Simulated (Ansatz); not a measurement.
# Hypothetical zinc blende AgF: pressure series

Consider AgF in the zinc blende structure (space group F-43m, No. 216; a = 5.321 Å; a hypothetical phase, not in the database extracts checked).

Cell and atoms are relaxed at each pressure.

The values are results of PBEsol, PAW, 420 eV (Ansatz, an electronic-structure program; scalar-relativistic without spin-orbit coupling), not measurements.

```json
[
 {"P (GPa)": "-1.99", "V (Å³/atom)": "19.729"},
 {"P (GPa)": "-0.99", "V (Å³/atom)": "19.246"},
 {"P (GPa)": "1.79", "V (Å³/atom)": "18.197"},
 {"P (GPa)": "4.19", "V (Å³/atom)": "17.515"},
 {"P (GPa)": "9.00", "V (Å³/atom)": "16.484"},
 {"P (GPa)": "18.00", "V (Å³/atom)": "15.182"},
 {"P (GPa)": "30.00", "V (Å³/atom)": "14.044"},
 {"P (GPa)": "45.00", "V (Å³/atom)": "13.070"},
 {"P (GPa)": "60.00", "V (Å³/atom)": "12.357"}
]
```

Question: Fit a third-order Birch–Murnaghan equation of state.

Answer: Least squares on P(V) = (3B₀/2)[(V₀/V)^(7/3) − (V₀/V)^(5/3)]·[1 + (3/4)(B₀′ − 4)((V₀/V)^(2/3) − 1)] gives V₀ = 18.83 Å³/atom, B₀ = 48 GPa and B₀′ = 5.1.

Load acts through the strain it causes; cell and atoms are relaxed under it. Whether these cells are dynamically stable was not tested. No other phases were tried under pressure. No Hubbard U is applied, and correlation can decide whether such a compound is a metal. The final runs are not spin-polarised.
